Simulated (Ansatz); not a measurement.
Functionals compared on a constructed model of the (110) surface of bcc W, a pseudomorphic layer of Co in the host's stacking (bottom of the slab: a bare face, its two planes held), in Ansatz (plane waves, PAW). The structure was relaxed with PBE; the other rows are single points on it. Cutoff 420 eV.

Set-up: 7 atoms, 13.8 Å thick at the start with caps and adatoms (thin: gaps and levels are the slab's own); mesh 14x14x1; 0.1 eV smearing; dipole correction on; 2 atoms held, the rest relaxed; held to the start's symmetry, so lower structures may exist; spin-polarised, ending with about 1.2 μB a cell; orders that need a larger cell were not tried, no spin-orbit, no U. It is one candidate, not shown to be the stable structure of the face. These notes are the PBE run's.

```json
[
 {"functional": "PBE", "work function of the top face (eV)": "4.25", "magnetic moment of the cell (μB)": "1.18", "rough cost of the single point": "–"},
 {"functional": "RPBE", "work function of the top face (eV)": "4.07", "magnetic moment of the cell (μB)": "1.24", "rough cost of the single point": "around 2.1 core-minutes (rough)"}
]
```

Ansatz is a program for electronic structure.
